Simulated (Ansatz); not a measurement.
Abridged Ansatz (a program for electronic structure) output:

```
Relaxation: its limit of steps is 50 (relax.max_steps)
Pseudopotential: Ir, paw, valence charge 17
Crystal: 1 atoms, lattice volume = 13.281 Å³
Basis set: ecut = 500 eV, 333 PW (Γ), exchange–correlation on 80×80×80 points (64 copies of the dense FFT grid, shifted against one another)
Bands: 13, of which v1, the nominal top of the filled ones, is band 9 counted from 1 (8 counted from 0)
Symmetry: 12 space group operations
k-points: 891 of 9261
Functional: x = r2scan, c = r2scan; τ floored in thin density (d = 2e-4 eV/Å³)
SCF iter   1: F=—  HF=-11948.528489 eV  |F-HF|=—  |Δ(HF+E_count)|=         —  Δρ=1.21e-2  dr2=8.90e-3  dr2_τ=5.01e-2  ethr=1.77e-3  ⟨swp⟩=5.5  Hψ=66696  notcnv=0
SCF iter   2: F=—  HF=-11948.561368 eV  |F-HF|=—  |Δ(HF+E_count)|=   3.29e-2  Δρ=7.26e-3  dr2=3.36e-3  dr2_τ=3.93e-4  ethr=5.24e-5  ⟨swp⟩=2.7  Hψ=26310  notcnv=0  defer=75
SCF 1 converged in 6 iterations: F = -11948.561654 eV  dr2 = 7.93e-9
relax step   1: F+E_penalty+E_count = -11948.56165378 eV  Δ(F+E_penalty+E_count) = +0.000e0 eV  max|allowed force component| = 0.000e0 eV/Å  Δτ_max = 0.0000 Å  P = +32.897 GPa  Ω = 13.281 Å³  fix = [a, b, gamma]  reactions: a +48.533, b +48.533 GPa  (6 SCF iters, dr2 threshold 1.00e-7 eV, accepted)
[... steps on the carried basis left out ...]
relax step   4: F+E_penalty+E_count = -11948.56176919 eV  Δ(F+E_penalty+E_count) = -3.136e-7 eV  max|allowed force component| = 0.000e0 eV/Å  Δτ_max = 0.0000 Å  P = +32.009 GPa  Ω = 13.308 Å³  energy of the carried Pulay correction = -2.131e-5 eV  fix = [a, b, gamma]  reactions: a +48.013, b +48.013 GPa  (2 SCF iters, dr2 threshold 1.21e-9 eV, accepted)
Crystal: 1 atoms, lattice volume = 13.308 Å³
SCF iter   1: F=—  HF=-11948.561767 eV  |F-HF|=—  |Δ(HF+E_count)|=         —  Δρ=2.08e-4  dr2=1.07e-7  dr2_τ=1.90e-8  ethr=8.19e-9  ⟨swp⟩=3.0  Hψ=96410  notcnv=0
SCF iter   2: F=—  HF=-11948.561784 eV  |F-HF|=—  |Δ(HF+E_count)|=   1.68e-5  Δρ=1.04e-4  dr2=2.58e-8  dr2_τ=4.60e-7  ethr=6.28e-10  ⟨swp⟩=2.1  Hψ=14636  notcnv=0
SCF 5 converged in 6 iterations: F = -11948.561791 eV  dr2 = 6.96e-14
SCF converged after 6 iterations
Free energy (F): -11948.561791 eV
Internal energy: -11948.556034 eV  (E = F + TS)
E sigma→0 (E₀):  -11948.558912 eV
Entropy (-TS):   -0.005756 eV (-5.756 meV/atom)
Fermi energy:    27.611503 eV
--- Forces (eV/Å), atoms counted from 1 ---
  atom   1  Ir     0.00000000     0.00000000     0.00000000
--- Stress (GPa, compression-positive) ---
       48.013848      -0.000000       0.000000
       -0.000000      48.013848      -0.000000
        0.000000      -0.000000       0.002014
  P = ⅓ Tr σ = 32.0099 GPa (320.099 kbar)
--- Relaxed structure (4 steps of the walk, 3 accepted, 1 SCFs on fresh bases) ---
  cell:  # Å, volume = 13.3076 Å³
    - [2.600436897673098, 2.8867497083952482e-11, 3.822355796375974e-11]
    - [1.300218448811549, 2.2520444143377314, 2.5604610295967262e-12]
    - [1.300218448811481, -0.7506814714099649, 2.2723584922519366]
  atoms:
    - { symbol: Ir, position: [0.0, 0.0, 0.0] }
```

**Question.** What was computed, and what are the main results?

**Answer.** Ir, 1 atom in the cell, with Ansatz r2SCAN, spin-orbit coupling left out. The last SCF converged to F = -11948.561791 eV, or -11948.5618 eV per atom, at a pressure of 32.01 GPa. The total energy compares only with runs of the same code, potentials and settings.

Without a gap, meshes like the base's 21×21×21 leave anisotropic stresses uncertain by several tenths of a GPa, and small strain energies with them. The cells carry an imposed strain or load. Whether these cells are dynamically stable was not tested. The final runs are not spin-polarised. The cell was made from Ir in the fcc (Cu type) structure (space group Fm-3m, No. 225) by this change: biaxial strain −4.34 %, plane normal [111], relaxed out of plane.

Keys are those of Ansatz 0.2.
